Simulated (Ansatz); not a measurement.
Start from KTaO3 in the cubic perovskite structure (space group Pm-3m, No. 221).

```
KTaO3
1.0
    4.02436     0.00000     0.00000
    0.00000     4.02436     0.00000
    0.00000     0.00000     4.02436
K Ta O
1 1 3
Cartesian
  0.00000   0.00000   0.00000
  2.01218   2.01218   2.01218
  2.01218   0.00000   2.01218
  0.00000   2.01218   2.01218
  2.01218   2.01218   0.00000
```

Calculations: PBE (Ansatz, an electronic-structure program, PAW, no SOC).

Before the change:

Band gap: 2.16 eV
Volume per atom: 13.04 Å³

Perturbation: cell and atoms relaxed at a pressure of 0.7 GPa.

Q: How does this affect the band gap?

A: The band gap hardly moves (2.16 eV against 2.17 eV).

Q: What does the calculation give for the volume per atom after the change?

A: The volume per atom shrinks by 0.05 Å³ to 12.99 Å³.

With Ta present, leaving out spin-orbit coupling can change the band edges. Load acts through the strain it causes; cell and atoms are relaxed under it. Stability against distortions was not tested.
